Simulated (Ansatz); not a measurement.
## Effect of Tl → Lu on TlBr

Start from TlBr in the CsCl type structure (space group Pm-3m, No. 221; a = 3.9145 Å).

Perturbation: every Tl is replaced by Lu, then cell and atoms are relaxed.

Computed with Ansatz (a quantum-chemistry and plane-wave program), PBEsol, PAW, cutoff 420 eV, without spin-orbit coupling, earlier PAW set. Γ-centred 13×13×13 mesh, Fermi–Dirac width 0.05 eV, for the changed cell.

The volume per atom falls by 8.836 Å³, from 29.99 Å³ to 21.16 Å³ and the density rises by 2.13 g/cm³, from 7.87 g/cm³ to 10.00 g/cm³. The lattice parameter a drops by 0.430 Å (3.915 Å → 3.485 Å) and the space group remains Pm-3m (No. 221). The band gap goes from 1.59 eV to zero.

Final structure:

```xyz
2
Lattice="3.4846 0.0000 0.0000 0.0000 3.4846 0.0000 0.0000 0.0000 3.4846" Properties=species:S:1:pos:R:3 pbc="T T T"
Lu     0.0000     0.0000     0.0000
Br     1.7423     1.7423     1.7423
```

Spin-orbit coupling, missing from the scalar runs, can matter with Tl. Whether these cells are dynamically stable was not tested. As relaxed here, LuBr is a hypothetical phase, not in the database extracts checked. The final runs are not spin-polarised.
